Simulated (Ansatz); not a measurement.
Data:

```
CELL_PARAMETERS angstrom
      3.88967     0.00000     0.00000
     -1.94483     3.36855     0.00000
      0.00000     0.00000     6.28685
ATOMIC_POSITIONS crystal
  Si 0.33333 0.66667 0.99898
  Si 0.66667 0.33333 0.49898
  Si 0.33333 0.66667 0.37602
  Si 0.66667 0.33333 0.87602
```

Method: r2SCAN with spin-orbit coupling, rigid bands (plane waves, PAW; Ansatz, a first-principles code). Condition of this run: biaxial stress in the c plane of -3.6 GPa (compression positive) (the target of the relaxation). Geometry: cell and atoms relaxed with PBEsol, then loaded as said.

**Question.** Predict the hole conductivity mass (n e² τ/σ) at 300 K, by direction if it differs.

**Answer.** 0.40 (x), 0.40 (y), 0.55 (z) mₑ.

**Question.** What conductivity effective mass do dilute electrons have at 300 K?

**Answer.** 0.21 (x), 0.21 (y), 1.09 (z) mₑ.

**Question.** And the band gap?

**Answer.** 0.56 eV at this level; semilocal functionals usually fall short of the measured gap.

Rigid bands, one relaxation time for all states, no polarons. Geometry: cell and atoms relaxed with PBEsol.
